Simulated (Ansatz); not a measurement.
**A computed series for Ge: pressure series**

Base system: Ge (space group I4_1/amd, No. 141; a = 5.118 Å, c = 2.801 Å; a cell from a computed database, its experimental status unchecked).

Cell and atoms are relaxed at each pressure.

Calculations: PBEsol (Ansatz, an electronic-structure program, PAW, scalar-relativistic without spin-orbit coupling).

Notes on the quantities. enthalpy: H = E + PV relative to the base's energy.

```tsv
variant	lattice parameter a	enthalpy	c/a ratio
base	5.118 Å	–	0.547
pressure −2 GPa	5.161 Å	-0.23 eV/atom	0.548
pressure −1 GPa	5.139 Å	-0.12 eV/atom	0.548
pressure 0.3 GPa	5.113 Å	+0.03 eV/atom	0.547
pressure 0.7 GPa	5.105 Å	+0.08 eV/atom	0.547
pressure 1.5 GPa	5.090 Å	+0.17 eV/atom	0.547
pressure 3 GPa	5.062 Å	+0.34 eV/atom	0.546
pressure 5 GPa	5.028 Å	+0.56 eV/atom	0.546
pressure 7.5 GPa	4.988 Å	+0.82 eV/atom	0.546
pressure 10 GPa	4.953 Å	+1.09 eV/atom	0.546
```

Load acts through the strain it causes; cell and atoms are relaxed under it. Stability against distortions was not tested. No other phases were tried under pressure. This is not the structure that Ge has at room temperature and ambient pressure.
